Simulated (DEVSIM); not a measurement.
Device: abrupt InP p-n junction, at 300 K.

```tsv
layer (left to right)	material	thickness (μm)	Nd (cm⁻³)	Na (cm⁻³)	τn (s)	τp (s)
1	InP	0.280	-	1.2e17	1.8e-8	1.8e-8
2	InP	5.80	5.5e16	-	1.8e-8	1.8e-8
```

Left contact: ohmic. Right contact: ohmic. Voltage is applied to the left contact. Recombination: SRH at mid-gap, radiative. Mobility is μmin + (μ − μmin)/(1 + (N/Nref)^α).

The device is made up for the run: typed textbook-type constants, with dimensions and the other settings drawn at random. Values at 300 K.

| parameter | InP |
|---|---|
| gap (eV) | 1.344 |
| affinity (eV) | 4.38 |
| permittivity | 12.5 |
| Nc (cm⁻³) | 5.7e17 |
| Nv (cm⁻³) | 1.1e19 |
| μn (cm²/Vs) | 5200 |
| μp (cm²/Vs) | 170 |
| μn,min | 400 |
| μp,min | 10 |
| Nref,n | 3e17 |
| Nref,p | 4.9e17 |
| αn | 0.47 |
| αp | 0.62 |
| B (cm³/s) | 1.2e-10 |

DEVSIM, 1D drift-diffusion, Boltzmann statistics, complete ionisation; no tunnelling, impact ionisation, image-force lowering or self-heating.

The doping Nd of layer 2 was swept, all else fixed.

| doping Nd of layer 2 (cm^-3) | dark forward voltage at 100 A/cm² (V) | dark forward voltage at 1 A/cm² (V) | potential step across the device at zero bias (V) | largest field in the device at zero bias (V/cm) |
|---|---|---|---|---|
| 1.6e15 | 1.041 | 0.894 | 1.075 | 26000 |
| 5.5e15 | 1.033 | 0.899 | 1.107 | 41000 |
| 1.6e16 | 1.027 | 0.900 | 1.135 | 67000 |
| 5.5e16 | 1.023 | 0.900 | 1.167 | ___ |
| 1.6e17 | 1.020 | 0.899 | 1.194 | 150000 |

Problem. What belongs in the gaps?

Solution. 
- 5.5e16, largest field in the device at zero bias (V/cm): 110000
